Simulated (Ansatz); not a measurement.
## Zn3InGaO6 (space group R3m, No. 160; a cell from a computed database, its experimental status unchecked)

```xyz
11
Lattice="1.6448 0.9496 13.7907 -1.6448 0.9496 13.7907 0.0000 -1.8992 13.7907" Properties=species:S:1:pos:R:3 pbc="T T T"
Zn     0.0000     0.0000    10.8021
Zn     0.0000     0.0000    30.6707
Zn     0.0000     0.0000    35.8168
In     0.0000     0.0000     0.0503
Ga     0.0000     0.0000     5.6633
O      0.0000     0.0000    37.7865
O      0.0000     0.0000     3.6967
O      0.0000     0.0000     7.6399
O      0.0000     0.0000    33.2541
O      0.0000     0.0000    28.7209
O      0.0000     0.0000    12.7609
```

All numbers come from PBEsol, PAW, 420 eV (Ansatz, a first-principles code; no SOC). Settings: 9×9×9 k-points, 0.05 eV Fermi–Dirac smearing.

The volume per atom is 11.75 Å³. The density is 6.13 g/cm³ and the band gap is 1.00 eV, direct at Γ. The lowest conduction-band minima above the VBM comes out as Γ 1.00 eV and the total energy is -2043.530 eV/atom (σ→0; compares only within this code and set-up).

Whether these cells are dynamically stable was not tested.
